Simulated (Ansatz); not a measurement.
The parent structure is BaTe in the rock salt structure (space group Fm-3m, No. 225; a = 6.9414 Å). Axes: x, y, z lie along the cube axes.

Level of theory: Ansatz (an electronic-structure program) PBEsol, without spin-orbit coupling.

For the base:

```
Property                            Result
---------------------  -------------------
Band gap                           1.46 eV
Valence-band top at Γ  0.00, 0.00, 0.00 eV
Smallest direct gap                1.82 eV
```

Now apply this change: the cell is compressed by 2.00 % along z with no lateral relaxation, atoms relaxed at fixed cell.

### Question
Predict the new band gap.

### Answer
The band gap shrinks by 0.09 eV to 1.37 eV.

### Question
What happens to the stress?

### Answer
The stress (xx, yy, zz, yz, xz, xy; compression positive) amounts to (0.18, 0.18, 1.79, 0.00, 0.00, 0.00) GPa.

### Question
Estimate the effect on the valence-band top at Γ.

### Answer
The valence-band top at Γ (three highest levels, from the VBM) becomes 0.00, -0.06, -0.06 eV (base: 0.00, 0.00, 0.00 eV).

### Question
What does the calculation give for the hole mass after the change?

### Answer
The hole mass amounts to 0.14 mₑ along z, 1.2 mₑ across (at Γ).

### Question
What does the calculation give for the smallest direct gap after the change?

### Answer
The smallest direct gap falls by 0.09 eV, from 1.82 eV to 1.73 eV.

With Te present, leaving out spin-orbit coupling can change the band edges. The cells carry an imposed strain or load. Masses are band curvatures over ±0.01 Å⁻¹ around the edge. Whether these cells are dynamically stable was not tested.
